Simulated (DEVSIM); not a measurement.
Structure: abrupt Si n-p junction, at 400 K.

| layer (left to right) | material | thickness (μm) | Nd (cm⁻³) | Na (cm⁻³) | τn (s) | τp (s) |
|---|---|---|---|---|---|---|
| 1 | Si | 0.270 | 1e16 | - | 7.3e-5 | 7.3e-5 |
| 2 | Si | 95.0 | - | 2.6e18 | 7.3e-5 | 7.3e-5 |

Left contact: ohmic. Right contact: ohmic. Voltage is applied to the left contact. Recombination: SRH at mid-gap, Auger. Mobility is μmin + (μ − μmin)/(1 + (N/Nref)^α).

The device is made up for the run: typed textbook-type constants, with dimensions and the other settings drawn at random. Values at 300 K; Nc and Nv go as T^1.5, mobilities as T to minus their exponent, the gap by Varshni's rule with the affinity fixed.

| parameter | Si |
|---|---|
| gap (eV) | 1.124 |
| affinity (eV) | 4.05 |
| permittivity | 11.7 |
| Nc (cm⁻³) | 2.86e19 |
| Nv (cm⁻³) | 3.1e19 |
| μn (cm²/Vs) | 1417 |
| μp (cm²/Vs) | 470 |
| μn,min | 52 |
| μp,min | 45 |
| Nref,n | 9.7e16 |
| Nref,p | 2.2e17 |
| αn | 0.68 |
| αp | 0.72 |
| T exponent of μn | 2.3 |
| T exponent of μp | 2.2 |
| Cn (cm⁶/s) | 2.8e-31 |
| Cp (cm⁶/s) | 9.9e-32 |
| Varshni α (eV/K) | 0.000473 |
| Varshni β (K) | 636 |

Model (solved in DEVSIM): 1D drift-diffusion, Boltzmann statistics, complete ionisation; no tunnelling, impact ionisation, image-force lowering or self-heating.

Question: Tabulate band edges, carrier densities and field at zero bias.

Answer: Energies count from the Fermi level of the right contact; mesh points crowd at the junctions.

```
x (μm)   Ec (eV)  Ev (eV)  n (cm⁻³)  p (cm⁻³)  field (V/cm)
-------  -------  -------  --------  --------  ------------
0.000      0.289   -0.807    1.0e16     3.2e9          7600
0.02993    0.313   -0.783    5.0e15     6.5e9          8800
0.09026    0.386   -0.710    6.0e14    5.3e10         16000
0.1817     0.596   -0.501    1.4e12    2.3e13         30000
0.2532     0.854   -0.242     7.6e8    4.2e16         46000
0.2779     0.993   -0.103     1.3e7    2.4e18          9200
0.3212     0.996   -0.100     1.2e7    2.6e18           ≈ 0
0.4725     0.996   -0.100     1.2e7    2.6e18           ≈ 0
0.7795     0.996   -0.100     1.2e7    2.6e18           ≈ 0
1.503      0.996   -0.100     1.2e7    2.6e18           ≈ 0
3.206      0.996   -0.100     1.2e7    2.6e18           ≈ 0
9.154      0.996   -0.100     1.2e7    2.6e18           ≈ 0
21.23      0.996   -0.100     1.2e7    2.6e18           ≈ 0
47.77      0.996   -0.100     1.2e7    2.6e18           ≈ 0
80.13      0.996   -0.100     1.2e7    2.6e18           ≈ 0
88.59      0.996   -0.100     1.2e7    2.6e18           ≈ 0
92.45      0.996   -0.100     1.2e7    2.6e18           ≈ 0
94.09      0.996   -0.100     1.2e7    2.6e18           ≈ 0
94.91      0.996   -0.100     1.2e7    2.6e18           ≈ 0
95.13      0.996   -0.100     1.2e7    2.6e18           ≈ 0
95.22      0.996   -0.100     1.2e7    2.6e18           ≈ 0
95.27      0.996   -0.100     1.2e7    2.6e18           ≈ 0
```
